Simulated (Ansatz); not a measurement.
The structure below was relaxed with r2SCAN/PAW in Ansatz (an electronic-structure program), spin-orbit coupling left out, at pressure 0.9 GPa.

```xyz
2
Lattice="0.0000 2.3869 2.3869 2.3869 0.0000 2.3869 2.3869 2.3869 0.0000" Properties=species:S:1:pos:R:3 pbc="T T T"
B      0.0000     0.0000     0.0000
As     1.1935     1.1935     1.1935
```

Question: Find the space group and the Wyckoff positions.

Answer: Space group F-43m (No. 216); a = b = c = 4.774 Å, α = β = γ = 90.00°

```tsv
atom	site	symmetry	x	y	z
B	4a	-43m	0.0000	0.0000	0.0000
As	4d	-43m	0.7500	0.7500	0.7500
```

Question: Describe the coordination.

Answer: The crystal has 8 atoms in its conventional cell. Cell: a = 4.7738 Å, b = 4.7738 Å, c = 4.7738 Å, α = 90.00°, β = 90.00°, γ = 90.00°. B sees 4 As at 2.067 Å (tetrahedral). As sees 4 B at 2.067 Å (tetrahedral). (Neighbours: up to the widest gap in distance over summed covalent radii, below 1.35, at either atom.)

Load acts through the strain it causes; cell and atoms are relaxed under it. Stability against distortions was not tested. The cell was made from BAs in the zinc blende structure (space group F-43m, No. 216) by this change: pressure 0.9 GPa.
